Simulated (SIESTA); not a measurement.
## A short convergence ladder for ScCd (P4mm, 2 atoms in the cell)

```xyz
2
Lattice="3.5439 0.0000 0.0000 0.0000 3.5439 0.0000 0.0000 0.0000 3.5439" Properties=species:S:1:pos:R:3 pbc="T T T"
Sc     1.7719     1.7719     1.8219
Cd     0.0000     0.0000     0.0000
```

Base method: GGA PBEsol, numerical atomic orbitals DZP, PseudoDojo PBEsol standard norm-conserving potentials (rewritten from UPF to PSML) (SIESTA 5.4.2).

Base settings: XC.functional = GGA; XC.authors = PBEsol; potentials = PseudoDojo PBEsol standard; PAO.BasisSize = DZP; PAO.EnergyShift = 0.01 Ry; MeshCutoff = 350 Ry; kgrid.MonkhorstPack = 3 3 3; OccupationFunction = MP; OccupationMPOrder = 0; ElectronicTemperature = 1160.45 K.

**The setting basis size**

Level: DFT, GGA PBEsol, numerical atomic orbitals TZDP, PseudoDojo PBEsol standard norm-conserving potentials (rewritten from UPF to PSML).

Moved along: PAO.BasisSize.

The second cell is the first with its lattice scaled by 0.98.

The mesh stays at the base's, so the ladder's end is converged at best in this setting alone.

The sets are ordered by size and need not be nested.

Only quantities that move along the ladder and can be compared are tabulated.

| basis (functions) | energy of the compressed cell less the first (meV/atom) | pressure (GPa) | largest difference of a force vector from the last step's (eV/Å) |
|---|---|---|---|
| SZ (20) | 79.12 | 9.34 | 0.196 |
| SZP (26) | -26.01 | -5.31 | 0.016 |
| DZ (32) | -170.25 | -21.69 | 0.027 |
| DZP (38) | -33.47 | -5.85 | 0.004 |
| TZP (50) | -35.76 | -6.42 | 0.014 |
| TZDP (56) | -39.56 | -7.26 | 0.000 |

Coarsest basis (functions) that holds the pressure within 1 GPa: not settled: the last two steps still differ by 0.84 GPa, over half the tolerance, so the ladder does not show it.

Coarsest basis (functions) that holds the energy of the compressed cell less the first within 2 meV/atom: not settled: the last two steps still differ by 3.8 meV/atom, over half the tolerance, so the ladder does not show it.

Coarsest basis (functions) that holds the forces within 0.02 eV/Å: not settled: the last two steps still differ by 0.014 eV/Å, over half the tolerance, so the ladder does not show it.

On the base run: the starting cell comes from a database of computed structures (which also holds hypothetical and non-ambient phases and stackings), without a prior relaxation at this level. Its lattice was rescaled by up to half a per cent. One atom was moved a little off its site on purpose. Values carry the incompleteness of an atom-centred basis. In the base run, with a pressure of about -6 GPa the cell is away from its equilibrium volume at this level. Without a gap this mesh is coarse (it stands for a supercell whose shortest vector is 11 Å).
